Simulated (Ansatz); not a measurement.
Ansatz (a program for electronic structure) run on K₃Nb (I4/mmm, 4 atoms in the cell): self-consistent single point.

Method of the run: PBE (plane waves, PAW; Ansatz).

```xyz
4
Lattice="-2.7763 2.7763 6.1840 2.7763 -2.7763 6.1840 2.7763 2.7763 -6.1840" Properties=species:S:1:pos:R:3 pbc="T T T"
K      0.0000     0.0000     6.1840
K      0.0000     2.7763     3.0920
K      2.7763     0.0000     3.0920
Nb     0.0000     0.0000     0.0000
```

Reference input (self-consistent single point, DFT, PBE, plane waves, default PAW files): kpoints.mp_grid.grid = 6 6 6; hamiltonian.xc = pbe; hamiltonian.pseudopotentials = {kind: paw} (the program's default PAW files); scf.occupations.method = gaussian; scf.occupations.width = 0.136 eV. This run's input differs from it in these lines:

```diff
@@ -21,3 +21,3 @@
     method: gaussian
-    width: 0.136
+    width: 0.01
 output:
```

Log, with long lists cut:

```
SCF iter   1: F=—  HF=-9159.571684 eV  |F-HF|=—  |Δ(HF+E_count)|=         —  Δρ=1.08e-2  dr2=1.35e-1  ethr=1.77e-3  ⟨swp⟩=6.9  Hψ=3220  notcnv=0
all-band conjugate gradients solve this SCF's bands
preconditioner: auto → Kerker (q_TF=auto, 2.103 Å⁻¹)
SCF iter   2: F=—  HF=-9159.564521 eV  |F-HF|=—  |Δ(HF+E_count)|=   7.16e-3  Δρ=4.87e-3  dr2=2.13e-2  ethr=3.38e-4  ⟨swp⟩=2.0  Hψ=1031  notcnv=0
   [... lines left out ...]
SCF iter   6: F=—  HF=-9159.567803 eV  |F-HF|=—  |Δ(HF+E_count)|=   3.62e-5  Δρ=4.47e-5  dr2=6.39e-6  ethr=2.62e-7  ⟨swp⟩=2.0  Hψ=833  notcnv=0  defer=2
SCF iter   7: F=—  HF=-9159.567798 eV  |F-HF|=—  |Δ(HF+E_count)|=   5.08e-6  Δρ=1.46e-5  dr2=6.00e-7  ethr=1.60e-8  ⟨swp⟩=2.0  Hψ=836  notcnv=0  defer=2
SCF iter   8: F=—  HF=-9159.567798 eV  |F-HF|=—  |Δ(HF+E_count)|=   3.79e-8  Δρ=4.64e-6  dr2=1.40e-7  ethr=2.50e-10  ⟨swp⟩=5.3  Hψ=2548  notcnv=0
SCF iter   9: F=-9159.567798 eV  HF=-9159.567798 eV  |F-HF|=7.81e-9  |Δ(HF+E_count)|=   1.34e-8  Δρ=1.91e-6  dr2=1.24e-8  ethr=2.50e-10  ⟨swp⟩=4.2  Hψ=2232  notcnv=0
SCF 1 converged in 9 iterations: F = -9159.567798 eV  dr2 = 1.24e-8
Free energy (F): -9159.567798 eV
Internal energy: -9159.566739 eV  (E = F + TS)
E sigma→0 (E₀):  -9159.567268 eV
Entropy (-TS):   -0.001059 eV (-0.265 meV/atom)
Fermi energy:    3.863122 eV
--- Forces (eV/Å), atoms counted from 1 ---
  atom   1  K      0.00000000     0.00000000     0.00000000
   [... zero for the other atoms too ...]
--- Stress (GPa, compression-positive) ---
       -0.518854       0.000000       0.000000
        0.000000      -0.518854      -0.000000
        0.000000       0.000000      -0.705033
  P = ⅓ Tr σ = -0.5809 GPa (-5.809 kbar)
  The stress holds the Pulay correction. Without it, at fixed plane waves, as pw.x and ABINIT print it: P = -0.5843 GPa
```

The run converged in 9 iterations. Against the reference run the free energy rises by 20.7 meV/atom and the pressure hardly changes (-0.50 to -0.58 GPa).

The starting cell was generated: these elements placed on a structure prototype, without a prior relaxation; it need not be a known phase or ordering of this composition. Its lattice was rescaled by a random factor within 2.5 % of one. Spin polarisation is off. Ansatz's pressure includes its estimate of the finite-basis (Pulay) stress.

Keys are those of Ansatz 0.2.
